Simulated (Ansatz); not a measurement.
The starting structures come from a database of crystals and need not be the phases stable at ambient conditions.

Crystal: Be₃N₂ (P6_3/mmc, not sure to be the ambient phase, 10 atoms a cell, 6.8 Å³ an atom); planes in its conventional cell.

All values below come from r2SCAN (plane waves, PAW; Ansatz, an electronic-structure program).

The gap is the functional's own. No spin-orbit coupling. Mid-gap values are interpolated on the energy grid.

```json
[
 {"plane": "(001)", "area of the cell (Å²)": "7.0", "mid-gap κ (1/Å)": "0.28", "largest κ in the gap (1/Å)": "0.30"},
 {"plane": "(100)", "area of the cell (Å²)": "27.7", "mid-gap κ (1/Å)": "___", "largest κ in the gap (1/Å)": "___"}
]
```

The slowest decay depends on the direction. Supply the withheld values.


- (100), mid-gap κ (1/Å): 0.35
- (100), largest κ in the gap (1/Å): 0.36
